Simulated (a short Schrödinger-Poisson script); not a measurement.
System: MOS inversion layer, SiO2 on p-type Si(100), at 300 K.

From the gate side: 2.1 nm SiO2; 1100 nm Si, acceptors 1.4e17 cm⁻³.

Constants are typed, rounded textbook-type inputs, not results; the design itself was drawn at random and stands for no fabricated device. SiO2: permittivity 3.9, conduction-band edge (eV) 3.15, gap (eV) 9, electron mass (mₑ) 0.5. Si: permittivity 11.7, conduction-band edge (eV) 0, gap (eV) 1.124, Nv at 300 K (cm⁻³) 3.1e19.

Channel valleys (confinement mass, in-plane density-of-states mass, number): Δ2 0.916, 0.19, 2; Δ4 0.19, 0.417, 4. At the gate the conduction-band edge of layer 1 lies 3.73 eV − eVg above the Fermi level of the channel; the field vanishes at the back. Gaps are held at their typed values at every temperature. Mesh 0.03 nm at interfaces.

Solved with a short Schrödinger-Poisson script written for these runs: 1D Poisson equation in equilibrium, electrons quantum, Hartree (BenDaniel-Duke, 12 states a valley, the channel's in-plane mass for all, wave functions free to enter the dielectric), parabolic valleys, classical holes, full ionisation, no traps, pinning or gate leakage.

```csv
Vg (V),electrons (cm⁻²),C (μF/cm²),Δ2 E0 (meV from the Fermi level),Δ4 E0 (meV from the Fermi level)
0.6,2.17e10,0.211,159.8,193.2
0.7,2.58e11,0.730,94.1,129.7
0.8,8.08e11,1.04,61.9,101.0
0.9,1.49e12,1.17,43.3,85.9
1,2.24e12,1.23,30.1,76.2
1.1,3.02e12,1.28,19.8,69.1
1.2,3.83e12,1.31,11.1,63.5
1.3,4.65e12,1.33,3.7,58.9
1.4,5.49e12,1.35,-3.0,54.9
1.5,6.33e12,1.36,-9.1,51.4
1.6,7.19e12,1.37,-14.7,48.2
1.7,8.05e12,1.38,-20.0,45.4
1.8,8.92e12,1.39,-25.0,42.7
1.9,9.79e12,1.40,-29.7,40.2
2,1.07e13,1.41,-34.3,37.8
2.1,1.15e13,1.41,-38.6,35.6
2.2,1.24e13,1.42,-42.8,33.4
```

Gate voltages with under 1e9 electrons/cm² are left out.

Question: At Vg = 2.2 V the lowest Δ2 subband lies at -42.8 meV from the Fermi level. How many electrons does it hold, and what share of all?

Answer: The two-dimensional density of states is g m/(πħ²) = 1.59e11 cm⁻² meV⁻¹ (both spins), kT = 25.9 meV, so n = D kT ln(1 + exp(−E/kT)) = 7.52e12 cm⁻², 0.60 of the 1.24e13 cm⁻² in all.

Question: Compare the slope of the sheet density between 2 and 2.2 V with the geometric capacitance of the layers between gate and channel.

Answer: q Δn/ΔV = 1.36 μF/cm²; ε0/Σ(t/ε) = 1.64 μF/cm². The ratio is 0.83: the channel acts as a further capacitance in series.
